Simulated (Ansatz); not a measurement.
Levels about the gap of amorphous Bi₈Ge₆O₂₄ (38 atoms in a cell of 637 Å³, 6.50 g/cm³; zone centre alone, so wide bands show as single levels with stretches between that a denser mesh fills), at the geometry that PBE relaxed, where it gives 0.0 GPa on a denser mesh. The participation number counts the atoms over which a state spreads; weights are charges in smoothed Voronoi cells. The levels come from a single point, so bond lengths are those of that geometry. Method of the levels: PBE, scalar-relativistic without spin-orbit coupling (Ansatz, a program for electronic structure). Sampling: the zone centre alone; Fermi-Dirac width 0.02 eV; no spin polarisation.

Preparation: random packing, a CHGNet melt and quench, and a DFT relaxation. O atoms were pushed apart under 1.9 Å during the dynamics, to hinder bonds among them. The hot cell started wider than the set density and was brought back towards it in steps. It is the lowest in DFT energy of 2 quenches. It is a model cell: composition and starting density were chosen by hand, and all elements were melted together. No dispersion term was used. Its density started from a set value of 6.93 and ended at 6.50 g/cm³. The simulated quench (nominally 210 K/ps over its main leg) is rapid and tends to freeze in more defects than a deposited or slowly cooled glass has. One small periodic cell is one sample of the glass; other quenches scatter about these values. Volume and shape were free in the relaxation.

```json
[
 {"E - E(highest filled), eV": "-0.65", "filling": "filled", "participation number": "12.0", "largest on": "O, 4 neighbours", "weight O": "0.92", "weight Bi": "0.07", "weight Ge": "0.02"},
 {"E - E(highest filled), eV": "-0.51", "filling": "filled", "participation number": "16.6", "largest on": "O, 3 neighbours", "weight O": "0.83", "weight Bi": "0.15", "weight Ge": "0.02"},
 {"E - E(highest filled), eV": "-0.45", "filling": "filled", "participation number": "18.1", "largest on": "O, 3 neighbours", "weight O": "0.82", "weight Bi": "0.16", "weight Ge": "0.02"},
 {"E - E(highest filled), eV": "-0.40", "filling": "filled", "participation number": "12.2", "largest on": "O, 3 neighbours", "weight O": "0.82", "weight Bi": "0.16", "weight Ge": "0.02"},
 {"E - E(highest filled), eV": "-0.23", "filling": "filled", "participation number": "13.6", "largest on": "O, 3 neighbours", "weight O": "0.81", "weight Bi": "0.17", "weight Ge": "0.02"},
 {"E - E(highest filled), eV": "-0.15", "filling": "filled", "participation number": "12.7", "largest on": "O, 3 neighbours", "weight O": "0.83", "weight Bi": "0.15", "weight Ge": "0.01"},
 {"E - E(highest filled), eV": "0.00", "filling": "filled", "participation number": "15.7", "largest on": "O, 3 neighbours", "weight O": "0.79", "weight Bi": "0.19", "weight Ge": "0.01"},
 {"E - E(highest filled), eV": "3.25", "filling": "empty", "participation number": "26.2", "largest on": "Bi, 5 neighbours", "weight O": "0.52", "weight Bi": "0.38", "weight Ge": "0.10"},
 {"E - E(highest filled), eV": "3.35", "filling": "empty", "participation number": "21.7", "largest on": "Bi, 4 neighbours", "weight O": "0.53", "weight Bi": "0.39", "weight Ge": "0.08"},
 {"E - E(highest filled), eV": "3.55", "filling": "empty", "participation number": "22.2", "largest on": "Bi, 4 neighbours", "weight O": "0.53", "weight Bi": "0.40", "weight Ge": "0.07"},
 {"E - E(highest filled), eV": "3.61", "filling": "empty", "participation number": "24.4", "largest on": "Bi, 4 neighbours", "weight O": "0.52", "weight Bi": "0.38", "weight Ge": "0.10"},
 {"E - E(highest filled), eV": "3.68", "filling": "empty", "participation number": "15.0", "largest on": "Bi, 5 neighbours", "weight O": "0.48", "weight Bi": "0.42", "weight Ge": "0.10"},
 {"E - E(highest filled), eV": "3.87", "filling": "empty", "participation number": "20.2", "largest on": "Bi, 6 neighbours", "weight O": "0.53", "weight Bi": "0.30", "weight Ge": "0.16"},
 {"E - E(highest filled), eV": "4.00", "filling": "empty", "participation number": "21.1", "largest on": "Bi, 5 neighbours", "weight O": "0.53", "weight Bi": "0.40", "weight Ge": "0.07"}
]
```

Most localised among these is the filled level at -0.65 eV, on a O atom, which has 4 neighbours (Ge 1.76 Å, Ge 2.01 Å, Bi 2.70 Å, Bi 2.81 Å).
